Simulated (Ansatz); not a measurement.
Input and output of a self-consistent single point for Cs₂RbAuCl₆ (Fm-3m, 10 atoms in the cell) (Ansatz, a first-principles code).

Method of the run: LDA (PW92), default PAW files made with PBE (plane waves; Ansatz).

The change in words: lattice scaled by 0.97; basis.ecutwfc: 30.9 Ry → 18.4 Ry. Reference geometry:
```xyz
10
Lattice="0.0000 5.6292 5.6292 5.6292 0.0000 5.6292 5.6292 5.6292 0.0000" Properties=species:S:1:pos:R:3 pbc="T T T"
Cs     8.4438     8.4438     8.4438
Cs     2.8146     2.8146     2.8146
Rb     5.6292     5.6292     5.6292
Au     0.0000     0.0000     0.0000
Cl     2.5232     5.6292     5.6292
Cl     8.7352     5.6292     5.6292
Cl     5.6292     2.5232     5.6292
Cl     5.6292     8.7352     5.6292
Cl     5.6292     5.6292     2.5232
Cl     5.6292     5.6292     8.7352
```
Moments meant for the start (each program seeds them in its own way; μB, in the order of the atoms Cs Cs Rb Au Cl Cl Cl Cl Cl Cl): 0.0 0.0 0.0 1.0 0.0 0.0 0.0 0.0 0.0 0.0.

Reference input (self-consistent single point, DFT, LDA (PW92), plane waves, default PAW files made with PBE): basis.ecutwfc = 30.9 Ry; kpoints.mp_grid.grid = 3 3 3; hamiltonian.xc = lda; hamiltonian.pseudopotentials = {kind: paw} (the program's default PAW files); magnetization.spin_polarized = true; scf.occupations.method = cold; scf.occupations.width = 0.02 Ry. This run's input differs from it in these lines:

Ansatz 0.2 input:
```diff
@@ -3,5 +3,5 @@
   lattice:
-    - [0.000000, 5.629210, 5.629210]
-    - [5.629210, 0.000000, 5.629210]
-    - [5.629210, 5.629210, 0.000000]
+    - [0.000000, 5.460334, 5.460334]
+    - [5.460334, 0.000000, 5.460334]
+    - [5.460334, 5.460334, 0.000000]
   atoms:
@@ -18,3 +18,3 @@
 basis:
-  ecutwfc: 30.9 Ry
+  ecutwfc: 18.4 Ry
 kpoints:
```

The program printed (abridged):

```
SCF iter   1: F=—  HF=-33329.971296 eV  |F-HF|=—  |Δ(HF+E_count)|=         —  Δρ=3.59e-2 (↑3.59e-2 ↓2.83e-2)  dr2=4.21e1  dr2_m=1.97e-1  M=0.797 μB ∫|m|=0.818 μB  β_m=0.30  ethr=3.10e-3  ⟨swp⟩=9.4  Hψ=1914  notcnv=0
all-band conjugate gradients solve this SCF's bands
preconditioner: auto → Kerker (q_TF=auto, 2.194 Å⁻¹)
spin=Collinear: Kerker preconditioning applied to the charge; magnetization (m = ρ↑ − ρ↓) channel mixes plain (no charge-response kernel on spin).
   [... lines left out ...]
SCF iter  16: F=—  HF=-33320.276469 eV  |F-HF|=—  |Δ(HF+E_count)|=   2.22e-7  S|Δr|=    0.00e0  Δρ=1.25e-6 (↑1.25e-6 ↓9.52e-7)  dr2=2.63e-8  dr2_m=9.51e-10  M=-0.001 μB ∫|m|=0.001 μB  β_m=0.99  ethr=1.14e-10  ⟨swp⟩=14.2  Hψ=2460  notcnv=0
SCF iter  17: F=-33320.276469 eV  HF=-33320.276469 eV  |F-HF|=3.73e-9  |Δ(HF+E_count)|=  3.78e-10  S|Δr|=    0.00e0  Δρ=5.40e-7 (↑5.40e-7 ↓3.32e-7)  dr2=5.03e-9  dr2_m=6.65e-11  M=0.000 μB ∫|m|=0.000 μB  ethr=2.98e-11  ⟨swp⟩=3.1  Hψ=1184  notcnv=0
SCF 1 converged in 17 iterations: F = -33320.276469 eV  dr2 = 5.03e-9
WARN: the starting moments were not kept: the SCF closed with an absolute magnetisation of 2.1e-4 μB, where they sum to 1 μB in size (1 site) …
   [... lines left out ...]
Absolute magnetization: 0.0002 μB (∫|ρ↑−ρ↓|, with the PAW one-centre terms)
Free energy (F): -33320.276469 eV
Fermi energy:    3.652807 eV
   [... lines left out ...]
  atom  10  Cl     0.00000000     0.00000000    -0.19343564
--- Stress (GPa, compression-positive) ---
       -0.817264      -0.000000      -0.000000
       -0.000000      -0.817264      -0.000000
        0.000000       0.000000      -0.817264
  P = ⅓ Tr σ = -0.8173 GPa (-8.173 kbar)
  The stress holds the Pulay correction. Without it, at fixed plane waves, as pw.x and ABINIT print it: P = -7.3803 GPa
```

The run converged in 17 iterations. Against the reference run the free energy goes up by 155 meV/atom, the pressure goes from -2.92 to -0.82 GPa, the largest force goes from 0.354 to 0.193 eV/Å and the size of the net moment goes from 0.06 to 0.00 μB/atom.

The starting cell comes from a database of computed structures (which also holds hypothetical and non-ambient phases and stackings), without a prior relaxation at this level. For this run, on top of that: lattice scaled by 0.97. The starting moments vanished: the run ended non-magnetic. The program warned that a starting moment was not kept. Ansatz's pressure includes its estimate of the finite-basis (Pulay) stress. Without the estimate this run gives -7.38 GPa. The cutoff lies below the one recommended for these files. The run gives no clean gap (levels at the Fermi energy touch, overlap or are partly filled at this smearing), which alone does not show that the compound is a metal.
